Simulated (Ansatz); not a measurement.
An Ansatz (a first-principles code) run: Os with a change (Os → W); PBEsol/PAW in Ansatz, no SOC.

Input:

Ansatz 0.2 input:
```yaml
crystal:
  lattice:
    - [2.7517252336, 0, 0]
    - [-1.3758626168, 2.3830639565, 0]
    - [0, 0, 4.8944260839]
  atoms:
    - { symbol: W, position: [0.3333333333, 0.6666666667, 0.75] }
    - { symbol: W, position: [0.6666666667, 0.3333333333, 0.25] }
basis: { ecutwfc: 420, ecutrho_ratio: 4, xc_grid: 2, fft_grid_basis: typed }
kpoints: { mp_grid: { grid: [19, 19, 10] } }
hamiltonian:
  xc: pbesol
  dispersion: none
  pseudopotentials: { kind: paw }
scf: { occupations: { method: fermi_dirac, width: 0.05 }, convergence: { dr2_threshold: 0.0000000002 } }
output: { forces: true, stress: true }
checkpoint: { write: state.ck, write_every: 1000 }
```

Output (explanatory and most iteration lines left out):

```
Pseudopotential: W, paw, valence charge 14
Crystal: 2 atoms, lattice volume = 32.095 Å³
Basis set: ecut = 420 eV, 647 PW (Γ), exchange–correlation on 40×40×72 points (8 copies of the dense FFT grid, shifted against one another)
Bands: 18, of which v1, the nominal top of the filled ones, is band 14 counted from 1 (13 counted from 0)
Symmetry: 24 space group operations
Space group: P63/mmc (ITA 194), of the structure as read, at distance tolerance 3.2e-5 Å
k-points: 240 of 3610
Functional: x = pbesol(κ = 0.804, μ = 0.12345679012345678), c = pbesol(β = 0.046)
SCF iter   1: F=—  HF=-20512.116601 eV  |F-HF|=—  |Δ(HF+E_count)|=         —  Δρ=7.12e-3  dr2=1.33e-2  ethr=1.77e-3  ⟨swp⟩=5.5  Hψ=18884  notcnv=0
SCF iter   2: F=—  HF=-20512.114797 eV  |F-HF|=—  |Δ(HF+E_count)|=   1.80e-3  Δρ=4.59e-3  dr2=5.90e-3  ethr=4.75e-5  ⟨swp⟩=1.2  Hψ=6282  notcnv=0
SCF 1 converged in 7 iterations: F = -20512.113046 eV  dr2 = 1.14e-11
SCF converged after 7 iterations
Free energy (F): -20512.113046 eV
Internal energy: -20512.096194 eV  (E = F + TS)
E sigma→0 (E₀):  -20512.104620 eV
Entropy (-TS):   -0.016852 eV (-8.426 meV/atom)
Fermi energy:    21.753896 eV
--- Forces (eV/Å), atoms counted from 1 ---
  atom   1  W      0.00000000     0.00000000    -0.00000000
  atom   2  W      0.00000000    -0.00000000     0.00000000
--- Stress (GPa, compression-positive) ---
        0.001796      -0.000000       0.000000
       -0.000000       0.001796      -0.000000
        0.000000      -0.000000       0.000351
  P = ⅓ Tr σ = 0.0013 GPa (0.013 kbar)
```

Stability against distortions was not tested. The final runs are not spin-polarised. The cell was made from Os by this change: Os → W; the result is a model cell, its experimental status unchecked. This is not the structure that W has at room temperature and ambient pressure.
